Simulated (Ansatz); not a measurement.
# Defect calculation: Al on the Si site + N on the C site in 6H silicon carbide

These are PBE, PAW (plane waves to 420 eV; Ansatz, a program for electronic structure) values and carry that method's errors. Cell and caveats: 144-site cell; 2×2×1 shifted k-points; start: the Si(k) site; C(h) 1.89 Å away; not converged in cell size; relaxed from one start, so a lower configuration may exist; flagged in the runs: a host whose relaxation on this sampling wasn't shown to rest.

Neighbours after relaxation, in Å: of the Al atom: C 1.97, C 1.97, C 1.98, N 2.02; of the N atom: Si 1.87, Si 1.87, Si 1.88, Al 2.02.

The name describes the start; the neighbours show where the atoms ended.

| charge | moment (μB) | largest move off a lattice site (Å) |
|---|---|---|
| 0 | not spin-polarised | 0.10 |

Flagged in the runs: a host whose relaxation on this sampling wasn't shown to rest.

All states together cost roughly 9 core-minutes.
